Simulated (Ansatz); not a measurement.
**CdI2, response to strain**

The reference is CdI2 in the CdI2 type structure (space group P-3m1, No. 164; a = 4.153 Å, c = 6.551 Å; layered, stacked along the Cartesian z axis). Axes: x lies along a and z along c of the hexagonal cell.

Strains are applied to the cell and any free atomic positions relax.

Level of theory: Kohn–Sham DFT with the PBEsol-D3(BJ) functional, run in Ansatz (a first-principles code) with PAW and 420 eV plane waves, scalar-relativistic without spin-orbit coupling.

Candidates:
(a) uniaxial strain ε_xx = −1.00 %
(b) uniaxial strain ε_xx = −0.50 %
(c) uniaxial strain ε_xx = +2.00 %
(d) uniaxial strain ε_xx = −2.50 %

Base values:

| Item | Value |
|---|---|
| Smallest direct gap | 2.56 eV |

Question: Order them by smallest direct gap, lowest first.

Answer: (c) uniaxial strain ε_xx = +2.00 % (2.44 eV), (b) uniaxial strain ε_xx = −0.50 % (2.58 eV), (a) uniaxial strain ε_xx = −1.00 % (2.61 eV), (d) uniaxial strain ε_xx = −2.50 % (2.65 eV)

With I present, leaving out spin-orbit coupling can change the band edges. Gaps are Kohn–Sham eigenvalue differences; semilocal functionals usually give less than the measured gap. No phonon test of stability was made.
